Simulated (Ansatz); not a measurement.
Base system: TaAgO3 (space group R3c, No. 161).

```yaml
crystal:
  lattice:
    - [2.73858, 1.58112, 4.60081]
    - [-2.73858, 1.58112, 4.60081]
    - [0.00000, -3.16223, 4.60081]
  atoms:
    - { symbol: Ta, position: [0.00032, 0.00032, 0.00032] }
    - { symbol: Ta, position: [0.50032, 0.50032, 0.50032] }
    - { symbol: O, position: [0.81830, 0.68262, 0.25054] }
    - { symbol: O, position: [0.25054, 0.81830, 0.68262] }
    - { symbol: O, position: [0.68262, 0.25054, 0.81830] }
    - { symbol: O, position: [0.75054, 0.18262, 0.31830] }
    - { symbol: O, position: [0.18262, 0.31830, 0.75054] }
    - { symbol: O, position: [0.31830, 0.75054, 0.18262] }
    - { symbol: Ag, position: [0.25041, 0.25041, 0.25041] }
    - { symbol: Ag, position: [0.75041, 0.75041, 0.75041] }
```

Cartesian axes are those of the cell as printed.

Computed with Kohn–Sham DFT with the PBEsol functional, run in Ansatz (an electronic-structure program) with PAW and 420 eV plane waves, no spin-orbit coupling.

Base values:

| Quantity | Value |
|---|---|
| Band gap | 1.77 eV |
| Gap character | indirect, k = (0.125, 0.125, -3/8) in the run's primitive reciprocal basis → F |

The change: biaxial strain +2.98 %, plane normal [001], relaxed out of plane (Cartesian); in-plane vectors clamped, the third vector and the atoms free.

### Question
What does the calculation give for the out-of-plane strain after the change?

### Answer
The out-of-plane strain comes out as -3.17 %.

### Question
What happens to the band gap?

### Answer
The band gap increases by 0.07 eV (1.77 eV → 1.84 eV).

### Question
How does this affect the gap character?

### Answer
The gap character becomes indirect, k = (0, -1/2, 0.125) in the run's primitive reciprocal basis → Γ (base: indirect, k = (0.125, 0.125, -3/8) in the run's primitive reciprocal basis → F).

Spin-orbit coupling, missing from the scalar runs, can matter with Ta. No phonon test of stability was made.
